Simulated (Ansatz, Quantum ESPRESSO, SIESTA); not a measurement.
One structure in several programs: Ta₃Ru (P1, 4 atoms in the cell)

Self-consistent single point, at a second geometry (atoms moved at random). First geometry:

```xyz
4
Lattice="0.0000 3.2482 3.2482 3.2482 0.0000 3.2482 3.2482 3.2482 0.0000" Properties=species:S:1:pos:R:3 pbc="T T T"
Ta     1.6241     1.6241     1.6241
Ta     4.8723     4.8723     4.8723
Ta     3.2482     3.2482     3.2482
Ru     0.0000     0.0000     0.0000
```

Second geometry:
```xyz
4
Lattice="0.0000 3.2482 3.2482 3.2482 0.0000 3.2482 3.2482 3.2482 0.0000" Properties=species:S:1:pos:R:3 pbc="T T T"
Ta     1.5992     1.6368     1.6681
Ta     4.8487     4.8630     4.8449
Ta     3.2524     3.2240     3.2779
Ru     0.0444     0.0208    -0.0463
```

Shared settings, as Ansatz (a quantum-chemistry and plane-wave program) writes them: kpoints.mp_grid.grid = 9 9 9; scf.occupations.method = fermi_dirac; scf.occupations.width = 0.05 eV. Potentials and cutoffs stand in the table.

| code | model | ΔF from the first geometry (meV/atom) | pressure (GPa) | largest force (eV/Å) | cutoff |
|---|---|---|---|---|---|
| Quantum ESPRESSO | PBEsol, GBRV 1.5 ultrasoft (PBESOL) pseudopotentials | 17.3 | -11.58 | 0.798 | 40 Ry |
| Ansatz | PBEsol, PAW files made with PBE | 17.3 | -9.99 | 0.798 | 420 eV |
| SIESTA | GGA PBEsol, numerical atomic orbitals DZP, PseudoDojo PBEsol standard norm-conserving potentials (rewritten from UPF to PSML) | 19.1 | -10.71 | 0.890 | grid 300 Ry |

Size of the force on each atom (eV/Å): Sizes of forces hide their directions.

```json
[
 {"code": "Quantum ESPRESSO", "Ta1": "0.685", "Ta2": "0.593", "Ta3": "0.695", "Ru4": "0.798"},
 {"code": "Ansatz", "Ta1": "0.684", "Ta2": "0.592", "Ta3": "0.694", "Ru4": "0.798"},
 {"code": "SIESTA", "Ta1": "0.757", "Ta2": "0.634", "Ta3": "0.738", "Ru4": "0.890"}
]
```

On Ansatz's run: spin-orbit coupling is off. Spin polarisation is off.

The spread over the programs that give each value: ΔF from the first geometry within 1.8 meV/atom; pressure within 1.59 GPa; largest force within 0.092 eV/Å.

SIESTA uses small atom-centred bases, whose incompleteness enters pressures, forces and empty levels differently from a plane-wave cutoff. Ansatz's pressure is given at a fixed set of plane waves, as the other plane-wave codes print theirs; with its correction for the finite basis it is -9.91 GPa. In the force vectors, SIESTA (by 0.093) lies more than 0.08 eV/Å from the median of the plane-wave programs.

The starting cell comes from a database of computed structures (which also holds hypothetical and non-ambient phases and stackings), without a prior relaxation at this level. Its lattice was rescaled by a random factor within 2.5 % of one. For this run, on top of that: atoms moved at random.

Keys are those of Ansatz 0.2.
